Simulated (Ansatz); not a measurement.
The parent structure is SiC in the zinc blende structure (space group F-43m, No. 216; a = 4.3563 Å).

All numbers come from r2SCAN/PAW in Ansatz (a program for electronic structure), without spin-orbit coupling.

Strains are applied to the cell and any free atomic positions relax.

One change was made to it. Results:

The smallest direct gap falls by 0.02 eV to 5.03 eV; the energy rises by 1.6 meV/atom; the width of the top valence band shrinks by 0.056 eV (4.81 eV → 4.76 eV); the electron mass changes from 0.64 mₑ along k, 0.23 mₑ across (at X) to 0.65 mₑ along k, 0.23 mₑ across (at X).

### Question
Which of these changes matches the shifts?
A. isotropic strain +3.00 %
B. isotropic strain +0.50 %
C. isotropic strain +1.50 %
D. isotropic strain +2.00 %

### Answer
B, isotropic strain +0.50 %. For comparison, the energy relative to the base in the other runs: isotropic strain +1.50 % gives +14 meV/atom; isotropic strain +3.00 % gives +54 meV/atom; isotropic strain +2.00 % gives +25 meV/atom.

Effective masses come from finite differences of ±0.01 Å⁻¹. Along k means along the line from Γ to the band edge. No phonon test of stability was made.
